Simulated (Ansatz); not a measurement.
O_Se (chalcopyrite CuGaSe2 host)

Level of theory: PBE, PAW (plane waves to 420 eV; Ansatz, a program for electronic structure). Set-up: 64-site cell; 2×2×2 shifted k-points; start: the Se site; no Hubbard U; the functional closes the host's gap; not converged in cell size.

Neighbours after relaxation, in Å: of the O atom: Ga 1.84, Ga 1.84, Cu 3.29, Cu 3.30.

```csv
charge,moment (μB),largest move off a lattice site (Å)
0,not spin-polarised,0.63
```

All states together cost around 70 core-minutes (rough).
